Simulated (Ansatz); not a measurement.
## BP (R3m): band-edge transport data

```
BP
1.0
   -0.00794     2.25321     2.25321
    2.25321    -0.00794     2.25321
    2.25321     2.25321    -0.00794
B P
1 1
Direct
  0.99983   0.99983   0.99983
  0.25017   0.25017   0.25017
```

Level of theory: PBEsol with spin-orbit coupling, rigid bands (plane waves, PAW; Ansatz, a quantum-chemistry and plane-wave program). Condition of this run: uniaxial stress along [111] of 2 GPa (compression positive) (the target of the relaxation). How the cell was made: cell and atoms relaxed with PBEsol, then loaded as said.

band gap: 1.07 eV
electron conductivity mass (300 K, dilute): 0.33 mₑ
hole conductivity mass (300 K, dilute): 0.40 mₑ
effective density of states N_c (300 K): 3.9e19 cm⁻³
effective density of states N_v (300 K): 1.3e19 cm⁻³
density-of-states mass, electrons: 1.35 mₑ
density-of-states mass, holes: 0.65 mₑ
Seebeck coefficient, n-type 1e19 cm⁻³, 300 K: -337 μV/K
best n-type power factor at 300 K for τ = 10 fs (best axis; densities from 1e16 to 1e21 cm⁻³ tried, whether or not they can be reached): 19.9 μW/(cm·K²) at 1e20 cm⁻³
Seebeck coefficient, p-type 1e19 cm⁻³, 300 K: 314 μV/K
best p-type power factor at 300 K for τ = 10 fs (best axis; densities from 1e16 to 1e21 cm⁻³ tried, whether or not they can be reached): 14.7 μW/(cm·K²) at 1e20 cm⁻³

Rigid bands; masses and Seebeck coefficients take one relaxation time τ for all states and one kind of carrier; polarons and phonon drag are left out.
